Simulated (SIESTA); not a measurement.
SIESTA run on V3Re (P1, 4 atoms in the cell): self-consistent single point.

Level of theory: LDA PW92, numerical atomic orbitals DZP, PseudoDojo LDA standard norm-conserving potentials (rewritten from UPF to PSML) (SIESTA).

```
V3Re
1.0
    0.00000     3.00145     3.00145
    3.00145     0.00000     3.00145
    3.00145     3.00145     0.00000
V Re
3 1
Direct
  0.76781   0.74881   0.74758
  0.25730   0.24710   0.25073
  0.98491   0.99468   0.99541
  0.48998   0.50941   0.50629
```

Reference input (self-consistent single point, DFT, LDA PW92, numerical atomic orbitals DZP, PseudoDojo LDA standard norm-conserving potentials (rewritten from UPF to PSML)): XC.functional = LDA; XC.authors = PW92; potentials = PseudoDojo LDA standard; PAO.BasisSize = DZP; PAO.EnergyShift = 0.01 Ry; MeshCutoff = 400 Ry; kgrid.MonkhorstPack = 5 5 5; OccupationFunction = MP; OccupationMPOrder = 0; ElectronicTemperature = 100 meV; MaxSCFIterations = 150; SCF.Mixer.Method = Pulay. This run's input differs from it in these lines:

```diff
@@ -30,5 +30,5 @@
 %block kgrid.MonkhorstPack
-    5   0   0  0.0
-    0   5   0  0.0
-    0   0   5  0.0
+    8   0   0  0.0
+    0   8   0  0.0
+    0   0   8  0.0
 %endblock kgrid.MonkhorstPack
```

Output, abridged:

```
        iscf     Eharris(eV)        E_KS(eV)     FreeEng(eV)     dDmax    Ef(eV) dHmax(eV)
   scf:    1    -8323.631949    -8373.672042    -8373.689596  1.378735 -4.726573 17.082908
   scf:    2    -8378.619750    -8380.141038    -8380.159871  0.321042 -4.975609  9.049464
   scf:    3    -8381.569544    -8381.982969    -8382.004544  0.122884 -5.352771  3.999382
   scf:    4    -8381.143231    -8382.508565    -8382.529683  0.177826 -5.655150  4.259252
   scf:    5    -8383.210035    -8383.282238    -8383.301918  0.077801 -5.862483  0.440397
   [... 3 lines left out ...]
   scf:    9    -8383.295148    -8383.295132    -8383.314988  0.000498 -5.858012  0.011425
   scf:   10    -8383.295091    -8383.295114    -8383.315007  0.000800 -5.858413  0.008008
   scf:   11    -8383.295113    -8383.295114    -8383.315010  0.000163 -5.858960  0.000834
   scf:   12    -8383.295109    -8383.295112    -8383.315010  0.000059 -5.859022  0.000707
SCF Convergence by DM+H criterion
max |DM_out - DM_in|         :     0.0000588582
max |H_out - H_in|      (eV) :     0.0007073683
SCF cycle converged after 12 iterations

Using DM_out to compute the final energy and forces

siesta: E_KS(eV) =            -8383.2951

siesta: E_KS - E_eggbox =     -8383.2951

siesta: Atomic forces (eV/Ang):
     1    0.267676   -0.781008   -0.806847
     2    0.219720   -0.474282   -0.277601
     3    0.428282    0.874586    0.896660
     4   -0.846343    0.392320    0.196588
   Tot    0.069335    0.011617    0.008800
   Max    0.896660
   Res    0.601671    sqrt( Sum f_i^2 / 3N )
   Max    0.896660    constrained

Stress tensor Voigt[x,y,z,yz,xz,xy] (kbar):      140.56      146.87      145.07        4.34        2.47        2.77
(Free)E + p*V (eV/cell)    -8388.1812
   [... lines left out ...]
siesta: FreeEng =     -8383.315010
   [... lines left out ...]
siesta:     0.087733    0.001729    0.001541
siesta:     0.001729    0.091671    0.002708
siesta:     0.001541    0.002708    0.090547

siesta: Cell volume =         54.078338 Ang**3

siesta: Pressure (static):
siesta:                Solid            Molecule  Units
siesta:          -0.00098004         -0.00044454  Ry/Bohr**3
siesta:          -0.08998355         -0.04081592  eV/Ang**3
siesta:        -144.16954201        -65.39431776  kBar
```

The run converged in 12 iterations. Against the reference run the free energy stays essentially unchanged (within 1 meV/atom), the pressure goes from -13.87 to -14.42 GPa and the largest force goes from 1.196 to 1.324 eV/Å.

The starting cell comes from a database of computed structures (which also holds hypothetical and non-ambient phases and stackings), without a prior relaxation at this level. Its atoms were displaced at random from the sites of space group no. 225. Spin polarisation is off. Values carry the incompleteness of an atom-centred basis. With a pressure of about -14 GPa the cell is away from its equilibrium volume at this level. Forces in this geometry exceed 1 eV/Å.

Cost on one core of a shared machine: roughly 60 s.
